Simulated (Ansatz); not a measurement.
Take Ru in the hcp (Mg type) structure (space group P6_3/mmc, No. 194; a = 2.722 Å, c = 4.294 Å; relaxed with 0.1 eV smearing) as the base. Axes: x lies along a and z along c of the hexagonal cell.

Computed with Kohn–Sham DFT with the PBE functional, run in Ansatz (a first-principles code) with PAW and 420 eV plane waves, no SOC.

The change: uniaxial strain ε_zz = +0.50 %, all other strain components held at zero; the atoms relax in the strained cell.

### Question
Predict the new energy relative to the base.

### Answer
The energy increases by 0.7 meV/atom.

### Question
How does this affect the stress?

### Answer
The stress (xx, yy, zz, yz, xz, xy; compression positive) is (-0.8, -0.8, -3.1, 0.0, 0.0, 0.0) GPa.

Whether these cells are dynamically stable was not tested. All final runs are without spin polarisation.
